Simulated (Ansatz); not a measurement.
Data:

```xyz
4
Lattice="3.0403 0.0000 0.0000 -1.5202 2.6330 0.0000 0.0000 0.0000 9.3933" Properties=species:S:1:pos:R:3 pbc="T T T"
Ag     0.0000     0.0000     4.6966
Ag     1.5202     0.8777     2.4604
Ag     1.5202     0.8777     6.9329
Sn     0.0000     0.0000     0.0000
```

These are PBEsol, DFPT electron-phonon coupling, linearised Boltzmann equation (plane waves, PAW, scalar-relativistic; Ansatz, a quantum-chemistry and plane-wave program) values and carry that method's errors. Cell: relaxed with this functional, without spin-orbit coupling.

Question: Predict the intrinsic resistivity at 300 K.

Answer: 5.9 (x), 5.9 (y), 8.3 (z) μΩ·cm.

Question: How long is the mean free path there?

Answer: 14.2 (x), 14.2 (y), 14.8 (z) nm, weighted by the current that each state carries. Wires not much wider than this gain resistivity from their walls.

A metal at this level (no band gap). Only scattering by harmonic phonons is included (no impurities, grain boundaries, electron-electron scattering or thermal expansion). Spin-orbit coupling is left out. The squared frequency of the phonon mode least converged on the k mesh is uncertain by 12 %. Halving the electron mesh (32x32x12) moves the resistivity by up to 14 % at 300 K, the mean free path by up to 5 %. Smearing 0.20 eV; phonons on a 5x5x2 q mesh, which this run doesn't test.

Computed structure, not matched to a measured one here, so possibly hypothetical: Ag3Sn (P-6m2).
